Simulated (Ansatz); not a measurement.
The starting structures come from a database of crystals and need not be the phases stable at ambient conditions.

Inside the gap of an insulator the Bloch states are evanescent, with a wavenumber k + iκ along the transport direction.

Consider the following.

```xyz
20
Lattice="5.6810 0.0000 0.0000 0.0000 7.6007 0.0000 0.0000 -3.0583 7.2304" Properties=species:S:1:pos:R:3 pbc="T T T"
Pb     1.3955     0.3154     0.8464
Pb     4.2855     4.2269     6.3840
Pb     4.2360     5.7561     2.7688
Pb     1.4450    -1.2137     4.4616
Pb     1.4674     4.2066     1.0567
Pb     4.2136     0.3357     6.1737
Pb     4.3079     1.8649     2.5585
Pb     1.3731     2.6775     4.6719
O      2.1195     1.9917     1.9170
O      3.5615     2.5507     5.3134
O      4.9599     4.0798     1.6982
O      0.7210     0.4625     5.5322
O      0.5181     3.2483     6.8658
O      5.1629     1.2941     0.3646
O      3.3586    -0.2351     3.9798
O      2.3224     4.7774     3.2506
O      3.2240     6.6674     1.0152
O      2.4570    -2.1250     6.2153
O      0.3835    -0.5958     2.6001
O      5.2975     5.1382     4.6304
```

Space group of this cell: P2_1/c. The cell is taken as given; by PBEsol its mean pressure is -0.7 GPa.

Transport runs along the normal of the first two printed cell vectors.

The gap is the functional's own, uncorrected, and κ follows it; spin-orbit coupling is left out. Mid-gap values are interpolated between the computed energies.

Task: State the band gap and the smallest decay constant κ at mid-gap according to PBEsol run with Ansatz (an electronic-structure program).

Result: Gap 1.14 eV on a 6×4×4 mesh; κ = 0.246 1/Å, at (0.000, 0.250) of the in-plane reciprocal vectors. At the zone centre, at the nearest computed energy, the slowest state has κ = 0.26 1/Å.
